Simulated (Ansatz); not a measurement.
We consider MgS (model structure, started from the GeS type, Fm-3m, No. 225, 8 atoms in the cell), described by r²SCAN (plane waves, PAW; Ansatz, a first-principles code).

Run with plane-wave cutoff 560 eV, 6×16×14 k mesh (along the axes of the cell as run), Fermi–Dirac smearing 0.05 eV, scalar-relativistic PAW data made under PBE.

Cell (relaxed at this level):

```
MgS
1.0
   10.40600     0.00000     0.00000
    0.00000     3.67902     0.00000
    0.00000     0.00000     3.67942
Mg S
4 4
Cartesian
  1.30078   0.91976   0.91961
  3.90222   2.75927   2.75932
  9.10522   2.75927   2.75980
  6.50377   0.91976   0.92010
  9.10525   0.91976   0.91996
  6.50375   2.75927  -0.91974
  1.30075   2.75927   2.75945
  3.90225   0.91976   4.59916
```

Predict the band gap and bulk modulus.


band gap: 3.46 eV (on the SCF k mesh)
bulk modulus: 79.9 GPa

Note: the bulk modulus is −V dP/dV from two relaxed cells at ±2 % in volume.

Computed values are for the static lattice.

The result took around 19 core-minutes (rough).

A model structure was made by putting elements into a prototype or built by hand; here it ended with the formula and space group of a phase in our tables.
